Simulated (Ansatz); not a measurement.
# A computed series for BaO: element substitutions

The parent structure is BaO in the rock salt structure (space group Fm-3m, No. 225).

```
CELL_PARAMETERS angstrom
      0.00000     2.78682     2.78682
      2.78682     0.00000     2.78682
      2.78682     2.78682     0.00000
ATOMIC_POSITIONS crystal
  Ba 0.00000 0.00000 0.00000
  O  0.50000 0.50000 0.50000
```

Each row replaces one element on all its sites; cell and atoms are relaxed.

Computed with DFT with PBE, PAW potentials and a 420 eV plane-wave cutoff in Ansatz (a first-principles code), no SOC.

### Question
Only one of these has a direct gap. Which?
A) O → S
B) Ba → Ca
C) Ba → Mg

### Answer
C, Ba → Mg. Computed: Ba → Ca: indirect, Γ → X; Ba → Mg: direct at Γ; O → S: indirect, Γ → X

No phonon test of stability was made.
